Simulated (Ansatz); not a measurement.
The parent structure is Ru₅Si₃ (space group Pbam, No. 55; a = 5.2051 Å, b = 9.7699 Å, c = 4.0123 Å; a cell from a computed database, its experimental status unchecked). Axes: x, y, z lie along a, b, c of the conventional cell.

Calculations: Kohn–Sham DFT with the PBEsol functional, run in Ansatz (a first-principles code) with PAW and 420 eV plane waves, no spin-orbit coupling.

Strains are applied to the cell and any free atomic positions relax.

One change was made to it. Results:

```json
[
 {"quantity": "energy relative to the base (free energy F)", "base": "0 meV/atom", "after": "+2.8 meV/atom"},
 {"quantity": "shortest interatomic distance", "base": "2.367 Å", "after": "2.345 Å"},
 {"quantity": "pressure (mean of the normal stresses, compression positive)", "base": "0.0 GPa", "after": "3.6 GPa"},
 {"quantity": "band gap", "base": "zero", "after": "zero"}
]
```

Task: Name the change that was made.
(A) uniaxial strain ε_yy = −1.22 %
(B) isotropic strain −3.66 %
(C) uniaxial strain ε_yy = +5.47 %
(D) isotropic strain −2.95 %

Result: A, uniaxial strain ε_yy = −1.22 %. For comparison, the energy relative to the base in the other runs: isotropic strain −2.95 % gives +97 meV/atom; uniaxial strain ε_yy = +5.47 % gives +45 meV/atom; isotropic strain −3.66 % gives +153 meV/atom.

Without a gap, meshes like the base's 7×4×9 leave anisotropic stresses uncertain by several tenths of a GPa, and small strain energies with them. No phonon test of stability was made. All final runs are without spin polarisation.
